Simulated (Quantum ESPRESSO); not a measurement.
Quantum ESPRESSO run on Li5Mg (P1, 6 atoms in the cell): self-consistent single point.

Level of theory: PBEsol, SSSP 1.1.2 efficiency (PBE) pseudopotentials (plane waves; Quantum ESPRESSO).

The change in words: atoms moved at random. Reference geometry:
```
CELL_PARAMETERS angstrom
      4.56066    -2.63391     0.00000
      4.56066     2.63391     0.00000
     -3.01374     0.00000     4.97391
ATOMIC_POSITIONS crystal
  Li 0.00317 0.99683 0.00000
  Li 0.33010 0.33314 0.99974
  Li 0.66686 0.66990 0.00026
  Li 0.50039 0.16721 0.50118
  Li 0.83279 0.49961 0.49882
  Mg 0.16669 0.83331 0.50000
```

Reference input (self-consistent single point, DFT, PBEsol, plane waves, SSSP 1.1.2 efficiency (PBE) pseudopotentials): ecutwfc = 40 Ry; ecutrho = 320 Ry; occupations = smearing; smearing = fd; degauss = 0.0036749 Ry; input_dft = pbesol; potentials = {Li: li_pbe_v1.4.uspp.F.UPF, Mg: Mg.pbe-n-kjpaw_psl.0.3.0.UPF}; K_POINTS = automatic 6 6 6 0 0 0; conv_thr = 1e-08 Ry. This run's input differs from it in these lines:

```diff
@@ -26,8 +26,8 @@
 ATOMIC_POSITIONS {alat}
-Li    0.86595823    0.49694559    0.00000000
-Li    0.00225029    0.00152035    0.94417920
-Li    1.15742955    0.00152035    0.00024555
-Li    0.29132016   -0.16662876    0.47332680
-Li    0.86835967   -0.16662876    0.47109796
-Mg    0.57983992    0.33338754    0.47221238
+Li    0.87575641    0.48954537   -0.00916942
+Li    0.00456764   -0.00498166    0.94875966
+Li    1.14397482    0.00124629    0.00905703
+Li    0.28956638   -0.16487935    0.47075891
+Li    0.87334669   -0.15298808    0.46592723
+Mg    0.57794618    0.33217326    0.47572942
 K_POINTS {automatic}
```

Log, with long lists cut:

```
     Self-consistent Calculation

     iteration #  1     ecut=    40.00 Ry     beta= 0.70

     total energy              =    -104.60665285 Ry
     estimated scf accuracy    <       0.64003967 Ry

     iteration #  2     ecut=    40.00 Ry     beta= 0.70

     total energy              =    -104.63566343 Ry
     estimated scf accuracy    <       0.03585117 Ry

     iteration #  3     ecut=    40.00 Ry     beta= 0.70

     total energy              =    -104.65229666 Ry
     estimated scf accuracy    <       0.00161090 Ry

   [... 3 blocks of this kind left out ...]

     iteration #  7     ecut=    40.00 Ry     beta= 0.70

     total energy              =    -104.65327836 Ry
     estimated scf accuracy    <       0.00000011 Ry

     iteration #  8     ecut=    40.00 Ry     beta= 0.70
     End of self-consistent calculation

     Number of k-points >= 100: set verbosity='high' to print the bands.

     the Fermi energy is     1.4746 ev

!    total energy              =    -104.65327843 Ry
     estimated scf accuracy    <          4.5E-09 Ry
     smearing contrib. (-TS)   =      -0.00146555 Ry
     internal energy E=F+TS    =    -104.65181288 Ry

     convergence has been achieved in   8 iterations

     Forces acting on atoms (cartesian axes, Ry/au):

     atom    1 type  1   force =    -0.00549320    0.00309831    0.00459848
     atom    2 type  1   force =     0.00005046    0.00092372   -0.00219022
     atom    3 type  1   force =     0.00461683   -0.00230849   -0.00346439
     atom    4 type  1   force =     0.00049829    0.00164949    0.00145082
   [... lines left out ...]

     Total force =     0.014031     Total SCF correction =     0.000030

          total   stress  (Ry/bohr**3)                   (kbar)     P=        2.51
   0.00002010  -0.00000382  -0.00000522            2.96       -0.56       -0.77
  -0.00000382   0.00000174   0.00000347           -0.56        0.26        0.51
  -0.00000522   0.00000347   0.00002934           -0.77        0.51        4.32

   JOB DONE.
```

The run converged in 8 iterations. Against the reference run the free energy goes up by 3.9 meV/atom, the pressure moves little (0.21 to 0.25 GPa) and the largest force goes from 0.035 to 0.201 eV/Å.

The starting cell comes from a database of computed structures (which also holds hypothetical and non-ambient phases and stackings), without a prior relaxation at this level. Its lattice was rescaled by a random factor within 2.5 % of one. For this run, on top of that: atoms moved at random.

Cost on one core of a shared machine: roughly 90 s.
